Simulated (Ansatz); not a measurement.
BN under a change: uniaxial strain ε_yy = +3.11 %

Consider BN in the zinc blende structure (space group F-43m, No. 216; a = 3.606 Å). Axes: x, y, z lie along the cube axes.

Modification: uniaxial strain ε_yy = +3.11 %, all other strain components held at zero, atoms relaxed at fixed cell.

Calculations: PBEsol, PAW, 420 eV (Ansatz, an electronic-structure program; no spin-orbit coupling). Γ-centred 16×16×16 mesh, Fermi–Dirac width 0.05 eV.

```csv
quantity,base,changed,shift
volume per atom,5.86 Å³,6.04 Å³,+0.18 Å³
shortest interatomic distance,1.561 Å,1.578 Å,+0.0164 Å
energy relative to the base (free energy F),0 meV/atom,+14 meV/atom,+14 meV/atom
"pressure (mean of the normal stresses, compression positive)",-0.1 kbar,-111.7 kbar,-111.6 kbar
band gap,4.30 eV,3.99 eV,-0.304 eV
gap character,–,"indirect, Γ → X",–
electron mass,"0.89 mₑ along k, 0.29 mₑ across (at X)","0.88 mₑ along k, 0.30 mₑ across (at X)",–
"valence-band top at Γ (three highest levels, from the VBM)","0.00, 0.00, 0.00 eV","0.00, 0.00, -0.31 eV",–
"valley order (the lowest conduction-band minima on the path, energy above the VBM, named in the base's zone)",X along ⟨100⟩ 4.30 eV,X along [001] 3.99 eV; X along [010] 4.51 eV,–
"stress (xx, yy, zz, yz, xz, xy; compression positive)",–,"(-4.85, -23.80, -4.85, 0.00, 0.00, 0.00) GPa",–
```

Cost of the whole job for the changed cell (relaxation, final SCF and bands): roughly 10 core-seconds.

Effective masses come from finite differences of ±0.01 Å⁻¹. Along k means along the line from Γ to the band edge. Whether these cells are dynamically stable was not tested. Labels are those of the standard path for the cell's own space group.
